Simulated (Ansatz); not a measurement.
Base system: AlN (space group P4_2/mnm, No. 136; a = 5.294 Å, c = 3.109 Å; a hypothetical phase, not in the database extracts checked).

Levels (all Ansatz, a program for electronic structure, PAW): PBEsol (420 eV, without spin-orbit coupling); HSE06 (420 eV, scalar-relativistic without spin-orbit coupling).

Its gap is 3.75 eV with PBEsol and 5.14 eV with HSE06.

The change: cell and atoms relaxed at a pressure of 3 GPa.

With PBEsol the gap becomes 3.85 eV.

Question: If the HSE06 correction stayed the same, what would the HSE06 gap be, and what does the HSE06 run give?

Answer: A rigid correction of +1.39 eV gives 5.24 eV. The HSE06 run gives 5.25 eV, so the two effects roughly add.

Single points use the geometry relaxed with PBEsol. HSE06 gaps are upper bounds (no full band path). Load acts through the strain it causes; cell and atoms are relaxed under it. No phonon test of stability was made.
